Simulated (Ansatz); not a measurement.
The structure below was relaxed with plane-wave PAW DFT at the PBEsol level (Ansatz, a quantum-chemistry and plane-wave program, 420 eV), no spin-orbit coupling, at pressure −2 GPa.

```
Ga2O3
1.0
    2.50709     1.44747     4.50007
   -2.50709     1.44747     4.50007
    0.00000    -2.89494     4.50007
Ga O
4 6
Direct
  0.64435   0.64435   0.64435
  0.14435   0.14435   0.14435
  0.35565   0.35565   0.35565
  0.85565   0.85565   0.85565
  0.75000   0.44721   0.05279
  0.05279   0.75000   0.44721
  0.25000   0.55279   0.94721
  0.55279   0.94721   0.25000
  0.94721   0.25000   0.55279
  0.44721   0.05279   0.75000
```

Find the space group and the Wyckoff positions.

Space group R-3c, hexagonal axes (No. 167); a = 5.0142 Å, b = 5.0142 Å, c = 13.5002 Å, α = 90.00°, β = 90.00°, γ = 120.00°

```json
[
 {"atom": "Ga", "site": "12c", "symmetry": "3.", "x": "0.0000", "y": "0.0000", "z": "0.1443"},
 {"atom": "O", "site": "18e", "symmetry": ".2", "x": "0.3028", "y": "0.3028", "z": "0.2500"}
]
```

Describe the coordination.

The crystal has 30 atoms in its conventional cell. Lattice parameters: a = b = 5.0142 Å, c = 13.5002 Å, α = β = 90.00°, γ = 120.00°. Ga is coordinated by 3 O at 1.937 Å and 3 O at 2.083 Å. O is coordinated by 2 Ga at 1.937 Å and 2 Ga at 2.083 Å. (Neighbours: up to the widest gap in distance over summed covalent radii, below 1.35, at either atom; cation-cation and far metal-metal contacts left out.)

Load acts through the strain it causes; cell and atoms are relaxed under it. Whether these cells are dynamically stable was not tested. The cell was made from Ga2O3 in the corundum structure (space group R-3c, No. 167) by this change: pressure −2 GPa.
